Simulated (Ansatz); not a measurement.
NiGe: tensor shear ε_yz = −1.58 %

Base system: NiGe (space group Pnma, No. 62; a = 5.3264 Å, b = 3.4417 Å, c = 5.8019 Å; non-magnetic). Axes: x, y, z lie along a, b, c of the conventional cell.

It is then changed as follows: a pure shear with ε_yz = ε_zy = -0.0158, atoms relaxed at fixed cell.

The values are results of Ansatz (a first-principles code), r2SCAN, PAW, cutoff 500 eV, no spin-orbit coupling, earlier PAW set, not measurements. Settings: 9×14×8 k-points, 0.05 eV Fermi–Dirac smearing.

| quantity | base | changed | shift |
|---|---|---|---|
| volume per atom | 13.29 Å³ | 13.29 Å³ | 0.00 Å³ |
| space group | Pnma (No. 62) | P2_1/c (No. 14) | – |
| energy relative to the base (free energy F) | 0 meV/atom | +3.3 meV/atom | +3.3 meV/atom |
| pressure (mean of the normal stresses, compression positive) | 0.0 GPa | 0.1 GPa | +0.1 GPa |
| band gap | zero | zero | – |
| largest internal atomic displacement | – | 0.016 Å | – |
| stress (xx, yy, zz, yz, xz, xy; compression positive) (rough) | – | (0.0, 0.1, 0.4, 2.5, 0.0, 0.0) GPa | – |

Without a gap, meshes like the base's 9×14×8 leave anisotropic stresses uncertain by several tenths of a GPa, and small strain energies with them. The cells carry an imposed strain or load. Stability against distortions was not tested. Seeded moments were not kept for the base. All final runs are without spin polarisation.
